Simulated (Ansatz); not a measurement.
The structure below was relaxed with PBEsol (Ansatz, a quantum-chemistry and plane-wave program; PAW; 420 eV plane waves; without spin-orbit coupling), at pressure 1.8 GPa.

```
CELL_PARAMETERS angstrom
     -1.71005     1.71005     5.76623
      1.71005    -1.71005     5.76623
      1.71005     1.71005    -5.76623
ATOMIC_POSITIONS crystal
  Ta 0.99892 0.99892 0.00000
  Ta 0.74892 0.24892 0.50000
  As 0.41708 0.41708 0.00000
  As 0.16708 0.66708 0.50000
```

Q: Find the space group and the Wyckoff positions.

A: Space group I4₁md (No. 109); a = b = 3.420 Å, c = 11.532 Å, α = β = γ = 90.00°

| atom | site | symmetry | x | y | z |
|---|---|---|---|---|---|
| Ta | 4a | 2mm. | 0.0000 | 0.0000 | 0.7489 |
| As | 4a | 2mm. | 0.0000 | 0.0000 | 0.1671 |

Q: Describe the coordination.

A: The crystal has 8 atoms in its conventional cell. Lattice parameters: a = b = 3.420 Å, c = 11.532 Å, α = β = γ = 90.00°. Ta sees 6 As at 2.586–2.596 Å and 4 Ta at 3.352 Å. As has 6 Ta at 2.586–2.596 Å (trigonal prismatic). (Neighbours: up to the widest gap in distance over summed covalent radii, below 1.35, at either atom; cation-cation and far metal-metal contacts left out.)

Spin-orbit coupling, missing from the scalar runs, can matter with Ta. Load acts through the strain it causes; cell and atoms are relaxed under it. Stability against distortions was not tested. All final runs are without spin polarisation. The cell was made from TaAs (space group I4_1md, No. 109) by this change: pressure 1.8 GPa.
